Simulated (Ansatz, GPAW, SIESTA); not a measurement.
# One structure in several programs: BaNiF6 (R-3m, 8 atoms in the cell)

Self-consistent single point.

```yaml
crystal:
  lattice:
    - [3.58404, 2.06925, 2.27840]
    - [-3.58404, 2.06925, 2.27840]
    - [0.00000, -4.13850, 2.27840]
  atoms:
    - { symbol: Ba, position: [0.50000, 0.50000, 0.50000] }
    - { symbol: Ni, position: [0.00000, 0.00000, 0.00000] }
    - { symbol: F, position: [0.73484, 0.73484, 0.07365] }
    - { symbol: F, position: [0.26516, 0.26516, 0.92635] }
    - { symbol: F, position: [0.07365, 0.73484, 0.73484] }
    - { symbol: F, position: [0.92635, 0.26516, 0.26516] }
    - { symbol: F, position: [0.73484, 0.07365, 0.73484] }
    - { symbol: F, position: [0.26516, 0.92635, 0.26516] }
```

Shared settings, as Ansatz (a first-principles code) writes them: kpoints.mp_grid.grid = 4 4 4; scf.occupations.method = fermi_dirac; scf.occupations.width = 0.05 eV. Potentials and cutoffs stand in the table.

| code | model | pressure (GPa) | largest force (eV/Å) | gap on the mesh (eV) | cutoff |
|---|---|---|---|---|---|
| SIESTA | LDA PW92+U, numerical atomic orbitals DZP, PseudoDojo LDA standard norm-conserving potentials (rewritten from UPF to PSML) | 2.34 | 0.735 | 1.916 | grid 400 Ry |
| Ansatz | LDA (PW92)+U, PAW files made with PBE | 0.22 | 0.435 | 1.976 | 420 eV |
| GPAW | LDA (Perdew-Wang 92)+U, GPAW PAW datasets LDA (gpaw-data 1.0.1) | – | 0.283 | 2.166 | 950 eV |

Hubbard term: [{species: Ni, l: d, u_eff: 5.0}] eV.

A dash marks a value that a program does not give, or that is left out as unsure.

Gaps are read on the mesh.

On Ansatz's run: spin polarisation is off. The U value is a test value, and with U on an open shell several self-consistent states can exist.

The spread over the programs that give each value: pressure within 2.12 GPa; largest force within 0.452 eV/Å; gap on the mesh within 0.250 eV.

SIESTA uses small atom-centred bases, whose incompleteness enters pressures, forces and empty levels differently from a plane-wave cutoff. Ansatz's pressure is given at a fixed set of plane waves, as the other plane-wave codes print theirs; with its correction for the finite basis it is 0.89 GPa (the shift of 0.67 GPa shows how far the cutoff is from converged). The pressure of GPAW is left out: its cutoff lies under the one at which its stress was checked. The same U acts on different projectors in each program, which moves gaps, moments and pressures. In the gap, SIESTA (by 0.156) lies more than 0.12 eV from the median of the plane-wave programs. In the force vectors, SIESTA (by 0.376) lies more than 0.08 eV/Å from the median of the plane-wave programs.

The starting cell comes from a database of computed structures (which also holds hypothetical and non-ambient phases and stackings), without a prior relaxation at this level. Its lattice was rescaled by a random factor within 2.5 % of one.

Keys are those of Ansatz 0.2.
